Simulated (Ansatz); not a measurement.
The parent structure is BAs in the zinc blende structure (space group F-43m, No. 216).

```
BAs
1.0
    0.00000     2.36609     2.36609
    2.36609     0.00000     2.36609
    2.36609     2.36609     0.00000
B As
1 1
Direct
  0.00000   0.00000   0.00000
  0.25000   0.25000   0.25000
```

Cartesian axes are those of the cell as printed.

All numbers come from LDA in Ansatz (plane waves to 420 eV, PAW, no spin-orbit coupling).

Before the change:

- Shortest interatomic distance: 2.049 Å
- Valence-band top at Γ: 0.00, 0.00, 0.00 eV
- Smallest direct gap: 3.29 eV

One thing is altered: tensile biaxial strain of 3.00 % in the plane normal to [001], as in epitaxy on a mismatched substrate; the out-of-plane cell vector and the atoms relax.

Predict the new out-of-plane strain.

The out-of-plane strain is -1.59 %.

Estimate the effect on the shortest interatomic distance.

The shortest interatomic distance goes up by 0.031 Å to 2.080 Å.

Predict the new valence-band top at Γ.

The valence-band top at Γ (three highest levels, from the VBM) goes from 0.00, 0.00, 0.00 eV to 0.00, -0.41, -0.41 eV.

What does the calculation give for the energy relative to the base after the change?

The energy goes up by 23 meV/atom.

How does this affect the smallest direct gap?

The smallest direct gap falls by 0.51 eV, from 3.29 eV to 2.78 eV.

Stability against distortions was not tested.

Ansatz is a first-principles code.
